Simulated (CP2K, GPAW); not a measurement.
A CP2K input for a self-consistent single point of Br (Cmce, 4 atoms in the cell) (DFT LDA (Pade form), GPW, DZVP-MOLOPT-SR-GTH basis, GTH-PADE potentials (GTH_POTENTIALS)):

```
&GLOBAL
  PROJECT run
  RUN_TYPE ENERGY_FORCE
  PRINT_LEVEL MEDIUM
&END GLOBAL
&FORCE_EVAL
  METHOD Quickstep
  STRESS_TENSOR ANALYTICAL
  &DFT
    BASIS_SET_FILE_NAME BASIS_MOLOPT
    POTENTIAL_FILE_NAME GTH_POTENTIALS
    &QS
      METHOD GPW
      EPS_DEFAULT 1E-10
    &END QS
    &MGRID
      CUTOFF 400
      REL_CUTOFF 50
      NGRIDS 5
    &END MGRID
    &SCF
      SCF_GUESS ATOMIC
      EPS_SCF 1E-6
      MAX_SCF 100
      ADDED_MOS 6
      &DIAGONALIZATION
        ALGORITHM STANDARD
      &END DIAGONALIZATION
      &MIXING
        METHOD BROYDEN_MIXING
        ALPHA 0.4
        NBUFFER 10
        BETA 1
      &END MIXING
      &SMEAR ON
        METHOD FERMI_DIRAC
        ELECTRONIC_TEMPERATURE [K] 232.09
      &END SMEAR
    &END SCF
    &KPOINTS
      SCHEME MONKHORST-PACK 5 5 2
      GAMMA_CENTERED T
    &END KPOINTS
    &XC
      &XC_FUNCTIONAL PADE
      &END XC_FUNCTIONAL
    &END XC
    &PRINT
      &MO
        EIGENVALUES T
        OCCUPATION_NUMBERS T
        NDIGITS 8
        FILENAME mo
        &EACH
          QS_SCF 0
        &END EACH
        ADD_LAST NUMERIC
      &END MO
      &MULLIKEN ON
      &END MULLIKEN
    &END PRINT
  &END DFT
  &SUBSYS
    &CELL
      A 4.10502000 0.00000000 0.00000000
      B -1.55265700 3.80005900 0.00000000
      C 0.00000000 0.00000000 8.91009600
      PERIODIC XYZ
    &END CELL
    &COORD
      SCALED
      Br       0.86100000     0.86100000     0.88900000
      Br       0.63900000     0.63900000     0.38900000
      Br       0.36100000     0.36100000     0.61100000
      Br       0.13900000     0.13900000     0.11100000
    &END COORD
    &KIND Br
      BASIS_SET DZVP-MOLOPT-SR-GTH
      POTENTIAL GTH-PADE-q7
    &END KIND
  &END SUBSYS
  &PRINT
    &FORCES ON
    &END FORCES
    &STRESS_TENSOR ON
    &END STRESS_TENSOR
  &END PRINT
&END FORCE_EVAL
```

Question: Write the same calculation as an input for GPAW.

Answer: This is the input that was run; spellings and numerical settings could be chosen otherwise.

```python
from ase import Atoms
from ase.units import GPa
from gpaw import GPAW, PW, FermiDirac

atoms = Atoms(['Br', 'Br', 'Br', 'Br'],
              cell=[[2.288832, -3.407703, 0.000000],
                    [2.288832, 3.407703, 0.000000],
                    [0.000000, 0.000000, 8.910096]],
              positions=[[3.941369, 0.000000, 7.921075],
                         [2.925127, 0.000000, 3.466027],
                         [1.652537, 0.000000, 5.444069],
                         [0.636295, -0.000000, 0.989021]],
              pbc=True)

calc = GPAW(mode=PW(550),
            xc='LDA',
            kpts={'size': (5, 5, 2), 'gamma': True},
            occupations=FermiDirac(0.02),
            nbands=-8,
            convergence={'bands': -6},
            symmetry={'symmorphic': False, 'tolerance': 0.0005},
            maxiter=120)

atoms.calc = calc

energy = atoms.get_potential_energy()
print('Energy (eV):', round(energy, 6))
forces = atoms.get_forces()
print('Forces (eV/Ang):')
print(forces.round(5))
stress = atoms.get_stress()
print('Stress (GPa, Voigt):', (stress / GPa).round(4))
```

Basis settings and potentials, where a program has them, do not carry over. This input uses DFT LDA (Perdew-Wang 92), plane waves, GPAW PAW datasets LDA (gpaw-data 1.0.1). LDA parametrisations can differ slightly between programs.

The starting cell has typed, rounded lattice constants, without a prior relaxation at this level. Its lattice was rescaled by a random factor within 2.5 % of one.
